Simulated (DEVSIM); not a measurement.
System: abrupt Si n-p junction, at 300 K.

Layer 1 from the left is Si, thickness (μm) 0.300, Nd (cm⁻³) 9.9e17, τn (s) 3.4e-6, τp (s) 3.4e-6. Layer 2 from the left is Si, thickness (μm) 61.0, Na (cm⁻³) 6.7e16, τn (s) 3.4e-6, τp (s) 3.4e-6.

Left contact: ohmic. Right contact: ohmic. Voltage is applied to the left contact. Recombination: SRH at mid-gap. Mobility is μmin + (μ − μmin)/(1 + (N/Nref)^α).

This is a model device: material constants are rounded textbook-type values typed into the input, and sizes, dopings and lifetimes were drawn at random. Values at 300 K.

Si: gap (eV) 1.124, affinity (eV) 4.05, permittivity 11.7, Nc (cm⁻³) 2.86e19, Nv (cm⁻³) 3.1e19, μn (cm²/Vs) 1417, μp (cm²/Vs) 470, μn,min 52, μp,min 45, Nref,n 9.7e16, Nref,p 2.2e17, αn 0.68, αp 0.72.

Model (solved in DEVSIM): 1D drift-diffusion, Boltzmann statistics, complete ionisation; no tunnelling, impact ionisation, image-force lowering or self-heating.

Dark forward current:

```csv
|V| (V),|J| (A/cm²)
0.05,4.651e-10
0.10,1.735e-9
0.15,5.805e-9
0.20,2.132e-8
0.25,9.404e-8
0.30,5.015e-7
0.35,3.054e-6
0.40,1.996e-5
0.45,0.0001347
0.50,0.0009222
0.55,0.006346
0.60,0.04372
0.65,0.2987
0.70,1.928
0.75,9.822
0.80,32.70
0.85,77.15
0.90,147.4
0.95,246.4
1.00,375.7
1.05,536.6
1.10,729.7
1.15,955.6
1.20,1215
1.25,1507
1.30,1833
```

Problem. Work out the local ideality factor n = ΔV / (kT/q · ln(J2/J1)) between the rows 0.15 and 0.20 V, 0.55 and 0.60 V, 1.25 and 1.30 V.

Solution. kT/q = 25.85 mV. From 0.15 to 0.20 V: ln(2.132e-8/5.805e-9) = 1.301, n = 1.49. From 0.55 to 0.60 V: ln(0.04372/0.006346) = 1.930, n = 1.00, near the 1 of diffusion or emission over a barrier. From 1.25 to 1.30 V: ln(1833/1507) = 0.196, n = 9.88.

Problem. Estimate the current at 0.50 V from the Shockley equation with J0 = Σ q ni² D/(N L) coth(W/L), τ joining the SRH, radiative and Auger lifetimes that are on, and W taken as the whole layer.

Solution. ni² = 1.16e20 cm⁻⁶; holes in the n layer: μ = 153 cm²/Vs, D = 3.94 cm²/s, τ = 3.40e-6 s, L = 36.6 μm, W/L = 0.0082, term 2.46e-12 A/cm²; electrons in the p layer: μ = 820 cm²/Vs, D = 21.2 cm²/s, τ = 3.40e-6 s, L = 84.9 μm, W/L = 0.72, term 1.12e-12 A/cm². J0 = 3.59e-12 A/cm², and J = J0 exp(qV/kT) = 0.000901 A/cm². The simulation gives 0.000922 A/cm²; the estimate lies 2.2 % below. The estimate leaves out recombination in the depletion region and that region's share of W.
